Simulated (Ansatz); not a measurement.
A relaxation of the atoms of a (001) slab of SrBr3 (cut from a parent of space group no. 194; 8 atoms in the cell) with Ansatz (a quantum-chemistry and plane-wave program).

Level of theory: PBE (plane waves, PAW; Ansatz).

```
SrBr3
1.0
    6.75188     0.00000     0.00000
   -3.37594     5.84730     0.00000
    0.00000     0.00000    15.01210
Sr Br
2 6
Cartesian
  3.37595   1.94910   6.00001
  0.00000   3.89820   9.01209
  1.74908   1.00984   9.01209
  1.62686   4.83747   6.00001
  0.00000   2.01966   6.00001
  3.37594   3.82764   9.01209
  5.00281   1.00984   9.01209
 -1.62686   4.83747   6.00001
```

Reference input (self-consistent single point, DFT, PBE, plane waves, default PAW files): basis.ecutwfc = 420 eV; kpoints.mp_grid.grid = 4 4 1; hamiltonian.xc = pbe; hamiltonian.pseudopotentials = {kind: paw} (the program's default PAW files); scf.occupations.method = fermi_dirac; scf.occupations.width = 0.1 eV; efield.axis = 3; efield.dipole_correction = true. This run's input differs from it in these lines:

```diff
@@ -27,2 +27,3 @@
   occupations: { method: fermi_dirac, width: 0.1 eV }
+relax: {}
 output:
```

Output (repeated stretches shortened):

```
   [... SCF lines of the steps left out ...]
relax step   1: F+E_penalty+E_count = -23797.06136209 eV  Δ(F+E_penalty+E_count) = +0.000e0 eV  max|allowed force component| = 9.724e-1 eV/Å  Δτ_max = 0.0000 Å  (6 SCF iters, dr2 threshold 2.50e-6 eV, accepted)
relax step   2: F+E_penalty+E_count = -23797.48099350 eV  Δ(F+E_penalty+E_count) = -4.196e-1 eV  max|allowed force component| = 7.391e-1 eV/Å  Δτ_max = 0.1957 Å  (5 SCF iters, dr2 threshold 5.91e-5 eV, accepted)
relax step   3: F+E_penalty+E_count = -23797.72979726 eV  Δ(F+E_penalty+E_count) = -2.488e-1 eV  max|allowed force component| = 4.763e-1 eV/Å  Δτ_max = 0.1941 Å  (5 SCF iters, dr2 threshold 3.41e-5 eV, accepted)
relax step   4: F+E_penalty+E_count = -23797.84445033 eV  Δ(F+E_penalty+E_count) = -1.147e-1 eV  max|allowed force component| = 6.541e-2 eV/Å  Δτ_max = 0.1950 Å  (5 SCF iters, dr2 threshold 9.42e-5 eV, accepted)
relax step   5: F+E_penalty+E_count = -23797.85241216 eV  Δ(F+E_penalty+E_count) = -7.962e-3 eV  max|allowed force component| = 2.545e-2 eV/Å  Δτ_max = 0.0539 Å  (8 SCF iters, dr2 threshold 2.67e-7 eV, accepted)
relax step   6: F+E_penalty+E_count = -23797.85348187 eV  Δ(F+E_penalty+E_count) = -1.070e-3 eV  max|allowed force component| = 3.072e-3 eV/Å  Δτ_max = 0.0126 Å  (5 SCF iters, accepted)
the relaxation is at rest under the 6 symmetry operations that the run kept from its start: a minimum is not shown …
Stability not checked: this state was not tested for a lower state beside it, because too few of the mixer's solves of this state at the end of the SCF gave a …
Free energy (F): -23797.853482 eV
Internal energy: -23797.644676 eV  (E = F + TS)
E sigma→0 (E₀):  -23797.749079 eV
Entropy (-TS):   -0.208806 eV (-26.101 meV/atom)
Fermi energy:    -1.601665 eV
Dipole field:    D = -0.000000 V/Å  (p = -0.000001 e·Å, saw-weighted, corrected)
Work function:   Φ+ = 5.8662 eV   Φ− = 5.8662 eV
   [... lines left out ...]
Levels:          The Fermi level and band energies are counted from a zero that moves with the ramp; work functions are not
   [... lines left out ...]
    - { symbol: Br, position: [0.16835057969885225, 0.33670115939770445, 0.3918758028644047] }
    - { symbol: Br, position: [0.831649421393776, 0.6632988427875518, 0.6081241981391345] }
    - { symbol: Br, position: [0.8316494213937757, 0.16835057860622418, 0.6081241981391345] }
    - { symbol: Br, position: [0.16835057969885234, 0.8316494203011481, 0.3918758028644047] }
```

The run converged.  The full log also holds: “iter 5 did not close the SCF: its close was put off for the readings that it lacked (scf_convergence_deferred on its scf_iter line)”.

Summary of the result:
- Free energy E − TS (on the zero of these files) = -23797.8535 eV
- Fermi level (on the code's own zero) = -1.60 eV
- Largest force (vector length) = 0.003 eV/Å
- Relaxation steps = 6

The starting cell comes from a database of computed structures (which also holds hypothetical and non-ambient phases and stackings), without a prior relaxation at this level. The slab is cut from that crystal, and its faces start unrelaxed. Its lattice was rescaled in the plane by a random factor within 2.5 % of one. Spin polarisation is off, though cut faces can carry moments; the slab shows no gap. The relaxation keeps the symmetry of its start, so its end need not be a minimum.

Cost on one core of a shared machine: roughly 30 s.

Keys are those of Ansatz 0.2.
